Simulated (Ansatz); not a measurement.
TlCl: energy against strain

TlCl (CsCl type, Pm-3m, 26.775 Å³/atom at rest) under an equal strain ε in the (001) plane with the normal axis free, as in a coherent film. PBEsol in Ansatz, a plane-wave DFT program (PAW, default set), 420 eV, 9×9×9 Γ-centred mesh, Fermi-Dirac smearing 0.05 eV; ions are relaxed within the symmetry of each cell.

Here s stands for strain and y for E less E0.

```
strain (%)  E less E0 (meV/atom)
----------  --------------------
-3.00                          ?
-1.50                       1.87
-1.00                       0.83
-0.50                       0.20
0.00                        0.00
0.50                        0.21
1.00                        0.84
1.50                        1.88
```

Problem. Fit y against s with a parabola, and predict the withheld value at s = -3.00.

Solution. Least squares gives y = -0.001 + 0.0043·s + 0.8343·s². Residuals (row less fit): 0.000, 0.001, -0.005, 0.001, 0.000, 0.002, -0.003; standard error 0.003 (degrees of freedom: 4). Twice the quadratic coefficient over the volume, 2 × 0.8343 meV × 10⁴ × 0.1602 / 26.775 Å³, is twice the biaxial elastic modulus of this plane = 100 ± 0.2 GPa. At the withheld row, y = -0.001 + 0.0043 × (-3.0) + 0.8343 × (-3.0)² = 7.495 meV/atom. The calculation gives 7.56 meV/atom, 0.065 meV/atom above the prediction (0.9 % of the range of y in the table). The row lies outside the fitted rows, so this is an extrapolation. The fitted rows scatter only by rounding.

One order more, fitted to all 13 runs of the series, follows each within 0.01, so the miss is the next term of a smooth law. The primitive cell can neither tilt nor turn polar against its symmetry, as such crystals can under strain. Rows are the converged runs of the series near zero and its far end; series whose fitted rows scatter by over a few per cent of the range, as at a crossing or softening among them, aren't shown in this form. Most that stay on the fit to the last digits aren't either.
